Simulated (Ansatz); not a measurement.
Given:

```xyz
12
Lattice="4.5680 0.0000 0.0000 0.0000 4.5680 0.0000 0.0000 0.0000 31.1504" Properties=species:S:1:pos:R:3 pbc="T T T"
I      1.1420    -1.1420     7.4281
Na     3.4260     1.1420     7.6155
I      3.4260    -3.4260    10.7563
Na     5.7100    -1.1420    10.6759
I      5.7100    -5.7100    13.9454
Na     7.9940    -3.4260    13.9825
I      7.9940    -7.9940    17.2050
Na    10.2780    -5.7100    17.1679
I     10.2780   -10.2780    20.3941
Na    12.5620    -7.9940    20.4744
I     12.5620   -12.5620    23.7222
Na    14.8461   -10.2780    23.5349
```

No spin polarisation.

Calculations: r2SCAN, PAW, 500 eV (Ansatz, a first-principles code; spin-orbit coupling left out). k-mesh 7×7×1 (Γ-centred); smearing 0.05 eV (Fermi–Dirac). The cell is a slab with vacuum along z.

Problem. What band gap does the calculation give?

Solution. 4.50 eV.

Problem. What is the computed valence-band top at Γ (three highest levels, from the VBM)?

Solution. 0.00, 0.00, -0.08 eV.

Problem. Estimate the layer's space group (with vacuum).

Solution. P4/nmm (No. 129).

With I present, leaving out spin-orbit coupling can change the band edges. No phonon test of stability was made. The cell was made from NaI in the rock salt structure (space group Fm-3m, No. 225) by this change: a free-standing slab of 6 layers (12 atoms, 2 a layer) is cut normal to the z axis, with 15 Å of vacuum and the in-plane cell held at bulk.
